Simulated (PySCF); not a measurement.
PySCF 2.14.0, R2SCAN/def2-svp, df: Mg(F)(NMe2)(OH2)2 (C[N](C)[Mg](<-[OH2])(<-[OH2])[F]), 17 atoms. The geometry is a generated start, not checked to be a minimum at this level.

```
Item                          Result
-------------------  ---------------
task                          energy
method                        r2scan
basis                       def2-svp
two-electron scheme  density fitting
mol.max_memory               3000 MB
mf.max_cycle                     100
mf.conv_tol          1e-09 (default)
mf.grids.level           3 (default)
basis functions                  152
grid points                   201224
```

```xyz
17

Mg    -1.1198     0.5789     0.2772
F     -0.6445     1.7428     1.5525
N      0.2580    -0.6392    -0.1605
C      1.5787    -0.4298     0.3656
C      0.3136    -1.2525    -1.4608
H      2.0813    -1.3941     0.5390
H      2.2225     0.1542    -0.3170
H      1.5150     0.1044     1.3124
H      0.8516    -0.6382    -2.2054
H      0.8397    -2.2178    -1.3990
H     -0.6966    -1.4329    -1.8266
O     -1.2030     2.2312    -0.9732
H     -0.4502     2.4747    -1.5219
H     -1.0294     2.6213    -0.1012
O     -1.8643    -0.6569     1.8103
H     -1.5330     0.0181     2.4208
H     -1.1197    -1.2641     1.6879
```

With the defaults (mf.DIIS = CDIIS, mf.diis = true, newton = off, mf.diis_damp = 0, mf.diis_space = 8, mf.damp = 0, mf.diis_start_cycle = 1, mf.init_guess = minao) it converges in 13 Fock builds. One run each on 2 threads, 1 BLAS thread, with these changes:
- mf.init_guess = 1e
- mf.init_guess = sap
- mf.diis = false, mf.damp = 0.7, mf.diis_start_cycle = 999
- mf.diis_space = 12
- mf.init_guess = atom
- mf.diis = false
- mf.diis_damp = 0.3
- newton = Hessian by the SCF's own integrals
- mf.DIIS = EDIIS

### Question
Name the settings that don't reach the solution of the defaults.

### Answer
No convergence: mf.DIIS = EDIIS; mf.diis = false (the run ends without SCF convergence in 100 cycles). The rest reach the solution of the defaults. So do 11 further settings that aren't listed.

| setting | Fock builds | end |
|---|---|---|
| mf.diis_damp = 0.3 | 12 | same solution |
| the defaults | 13 | same solution |
| mf.diis_space = 12 | 13 | same solution |
| mf.init_guess = atom | 14 | same solution |
| mf.init_guess = sap | 19 | same solution |
| mf.init_guess = 1e | 21 | same solution |
| mf.diis = false, mf.damp = 0.7, mf.diis_start_cycle = 999 | 27 | same solution |
| newton = Hessian by the SCF's own integrals | 42 | same solution |
| mf.DIIS = EDIIS | 101 | no convergence |
| mf.diis = false | 101 | no convergence |

Under newton the count holds the products with the orbital Hessian.
